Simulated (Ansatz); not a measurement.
hypothetical CsCl type TlAs with two functionals

Consider TlAs in the CsCl type structure (space group Pm-3m, No. 221; a = 3.683 Å; a hypothetical phase, not in the database extracts checked).

(Cell as relaxed with PBE.)

Levels (all Ansatz, a first-principles code, PAW): PBE (420 eV, no SOC); PBEsol (420 eV, no SOC).

Each level relaxes its own structure.

```csv
quantity,PBE,PBEsol
volume per atom,24.98 Å³,23.32 Å³
lattice parameter a,368.3 pm,359.9 pm
band gap,zero,zero
```

PBE's volume per atom lies 1.66 Å³ above PBEsol's (7.1 %); PBE's lattice parameter a lies 8.4 pm above PBEsol's (2.3 %); the two agree on the band gap. Neither level is exact; PBEsol is the comparison here, not a measurement.

No phonon test of stability was made. The final runs are not spin-polarised.
